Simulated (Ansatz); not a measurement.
ZnS (model structure, started from the BN type, Pm-3n, No. 223, 12 atoms in the cell)

These are LDA (Ansatz, an electronic-structure program, plane waves, PAW) values and carry that method's errors.

Settings: plane-wave cutoff 520 eV, 6×6×6 k mesh, Fermi–Dirac smearing 0.01 eV, scalar-relativistic PAW data made under PBE.

Cell (relaxed at this level):

```
ZnS
1.0
    6.52784     0.00000     0.00000
    0.00000     6.52784     0.00000
    0.00000     0.00000     6.52784
Zn S
6 6
Direct
  0.25000   0.00000   0.50000
  0.50000   0.25000   0.00000
  0.50000   0.75000   0.00000
  0.75000   0.00000   0.50000
  0.00000   0.50000   0.75000
  0.00000   0.50000   0.25000
  0.25000   0.50000   0.00000
  0.00000   0.25000   0.50000
  0.00000   0.75000   0.50000
  0.75000   0.50000   0.00000
  0.50000   0.00000   0.75000
  0.50000   0.00000   0.25000
```

| Item | Result |
|---|---|
| band gap | 2.01 eV (on the SCF k mesh) |

Note: the relaxation could raise the start's symmetry but not lower it, so the cell can be a saddle point.

Static lattice: no zero-point or thermal effects.

A model structure was made by putting elements into a prototype or built by hand; it is no filed structure, need not be a known phase, and can be a saddle point held by its symmetry.
